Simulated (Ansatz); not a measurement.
## metastable polar orthorhombic HfO2: the defect C on the Hf site + O vacancy (C_Hf+V_O)

Method: PBE, PAW (plane waves to 420 eV; Ansatz, an electronic-structure program). A supercell of 96 sites (2×2×2 repeats of a cell of 12 atoms) was used; the energies come from a 2×2×2 shifted sampling of its zone. Sites at the start: the Hf site; O(2) 2.13 Å away. Charged cells carry a point-charge image correction with potential alignment at far atoms. Dielectric constants: PBE linear response of the host. Host gap at this level: 4.36 eV. Finite-size and sampling errors can reach tenths of an eV here. PBE underestimates the host's gap, which shifts levels and can delocalise carriers. Spin–orbit coupling is left out, which matters for these heavy elements. Each state is the lowest found from its start.

Formation energies E_f are given with the Fermi level at the valence-band maximum. Chemical conditions: Hf-rich (Δμ(Hf) = 0.00 eV, Δμ(O) = -5.15 eV, Δμ(C) = -1.83 eV, bounded by HfC (Fm-3m); only phases computed here count, gases as isolated molecules at 0 K); O-rich (Δμ(Hf) = -10.30 eV, Δμ(O) = 0.00 eV, Δμ(C) = -4.05 eV, bounded by CO2 (Pa-3); only phases computed here count, gases as isolated molecules at 0 K). Reference phases: C: graphite, Hf: hcp Hf, O: O2 molecule in a box.

In at least one state atoms left their starting sites on relaxation (a large move, or an atom on the emptied site), so the name describes the start.

The name describes the start; the neighbours show where the atoms ended.

Charges with a result: +2, +1, 0. Others weren't obtained, and one of them could lie lower, also by skipping a charge.

| charge | moment (μB) | point group | largest move off a lattice site (Å) | neighbours of the last C atom of the defect at the end (Å) | image correction with alignment (eV) | E_f, Hf-rich (eV) | E_f, O-rich (eV) |
|---|---|---|---|---|---|---|---|
| +2† | not spin-polarised | – | 1.25 | O 1.28, O 1.30, O 1.32, Hf 2.84, O 2.86, O 2.88 | -0.78 | – | – |
| +1† | 1.0 | – | 0.93 | O 1.25, O 1.29, O 2.26, O 2.84 | -0.46 | – | – |
| 0 | not spin-polarised | C1 | 1.63 | O 1.30, O 1.32, Hf 2.49 | 0.00 | 10.23 | 7.30 |

† Not settled in this cell, so no level is given: charge +2: a large or scattered potential alignment; charge +1: a large or scattered potential alignment.

Point groups are those of the whole cell at tolerances of 0.03 and 0.1 Å ("near" where only the looser one holds); none is given for unsettled states.

Flagged in the runs: a doubtful potential alignment, a host whose relaxation on this sampling wasn't shown to rest, a strain field that reaches the edge of the cell.

All states together cost about 12 core-hours (a rough figure).
